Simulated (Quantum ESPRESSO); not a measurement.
A working Quantum ESPRESSO input for SnP3O9 (P1, 26 atoms in the cell) (DFT, PBEsol, plane waves, GBRV 1.5 ultrasoft (PBESOL) pseudopotentials):

```fortran
&CONTROL
 calculation = 'scf'
 prefix = 'Sn(PO3)3'
 outdir = './out'
 pseudo_dir = './'
 tprnfor = .true.
 tstress = .true.
/
&SYSTEM
 ibrav = 0
 celldm(1) = 12.5570411255
 nat = 26
 ntyp = 3
 ecutwfc = 40
 ecutrho = 200
 occupations = 'smearing'
 smearing = 'marzari-vanderbilt'
 degauss = 0.0147
/
&ELECTRONS
 conv_thr = 1e-10
/
ATOMIC_SPECIES
Sn   118.7100  sn_pbesol_v1.4.uspp.F.UPF
P     30.9738  p_pbesol_v1.5.uspp.F.UPF
O     15.9990  o_pbesol_v1.2.uspp.F.UPF
ATOMIC_POSITIONS {bohr}
Sn    0.8000300726    3.1072880679    2.2396491444
Sn   15.8532254029   11.5530569888   12.3218771169
P     7.0314916471    6.0720690046   11.4751756958
P     9.6534881544    8.5818804211    3.0783293062
P     3.9258516558    2.9035972884    8.0525727761
P    12.8215917503   11.7129747310    6.5174988196
P     3.8677717412    9.4373239756    3.0044929593
P    12.8558108552    5.1235139635   11.5150927429
O     6.6871499218    9.0643758438    3.7667455145
O     9.9462760046    5.6031704054   10.7839644208
O    10.0286630296    5.7558497027    3.1011702424
O     6.5933838266    8.8991370391   11.4682171442
O    10.8573510412    0.8663115834    5.0030530381
O     5.8253239073   13.7319096293    9.5012908158
O    14.1777689081    7.5546974637   12.2580127530
O     2.5585336950    7.1108502797    2.2920420885
O    13.7676750350    4.3450122084    8.6661918332
O     2.9708397957   10.3046151952    5.8306548364
O     3.3741479538   11.6372069071    1.2167129410
O    13.3114663673    3.0296666206   13.3695321919
O    10.4432836598   10.2048070265    0.9310629413
O     6.2078088314    4.3753932370   13.6838898565
O     3.8350498717    2.6834582693    5.1696506631
O    12.8568367680   11.9826077873    9.4031432111
O     5.9211310179    5.0107802105    8.8437950335
O    10.7972603402    9.6750090368    5.7555083020
K_POINTS {automatic}
3 3 3  0 0 0
CELL_PARAMETERS {alat}
   1.0000000000     0.0000000000     0.0000000000
   0.1330783007     1.0563147677     0.0000000000
   0.1960515583     0.1096052612     1.1593208325
```

The run converged in 16 iterations: free energy E − TS -13495.6075 eV; Fermi level (on the code's own zero) 4.89 eV; pressure -2.86 GPa; largest force (vector length) 2.784 eV/Å. Each of these slips is then made, one at a time:

(1)
```diff
- nat = 26
+ nat = 27
+O     6.2564686969    4.4545480868   13.6667118421
```

(2)
```diff
- ntyp = 3
+ ntyp = 4
```

Question: How does each altered input end?

Answer: 
(1) One atom entered twice. The run converged in 25 iterations without an error; against the sound input the pressure goes from -2.86 to 1557 GPa.

(2) A species count that does not match the list of species. The program stopped before any SCF iteration.
```
Error in routine  card_atomic_species (5010):
cannot read atomic specie from: ATOMIC_POSITIONS {bohr}
```

The starting cell comes from a database of computed structures (which also holds hypothetical and non-ambient phases and stackings), without a prior relaxation at this level. Its atoms were displaced at random from the sites of space group no. 2. In the base run, forces exceed 1 eV/Å. The run gives no clean gap (levels at the Fermi energy touch, overlap or are partly filled at this smearing), which alone does not show that the compound is a metal.

Left out of this page: 4 runs of the series outside the window shown, repeating another row's setting, or not comparable.
